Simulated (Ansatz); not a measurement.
A calculation on CoSn (P6/mmm, No. 191, 6 atoms in the cell; start mp-20536) returned lattice constant a 5.171 Å, lattice parameter c 4.125 Å, cohesive energy 5.51 eV/atom.

Q: Which level of theory produced these numbers?
A. LDA (Ansatz, a program for electronic structure)
B. PBE-D3(BJ) (Ansatz)
C. PBE (Ansatz)
D. r²SCAN+rVV10 (Ansatz)

A: A, LDA (Ansatz)

The others give: PBE 5.294 Å, 4.234 Å, 4.18 eV/atom; PBE-D3(BJ) 5.239 Å, 4.189 Å, 4.61 eV/atom; r²SCAN+rVV10 5.223 Å, 4.172 Å, 4.20 eV/atom.

Unless a cell is named, each level is at its own relaxed cell (LDA 15.92, PBE 17.13, PBE-D3(BJ) 16.59, r²SCAN+rVV10 16.43 Å³/atom).

The crystal itself was run without spin with PBE, PBE-D3(BJ), r²SCAN+rVV10, LDA; a magnetic state was not tried in these runs.

Caveats: the relaxation could not lower the start's symmetry, so the cell can be a saddle point above a distorted one (PBE, PBE-D3(BJ), r²SCAN+rVV10, LDA). Ansatz's density-functional and Hartree–Fock values are scalar-relativistic unless marked +SOC, with PAW data made under PBE.

A start named mp-… is a Materials Project structure, which need not be a measured phase.
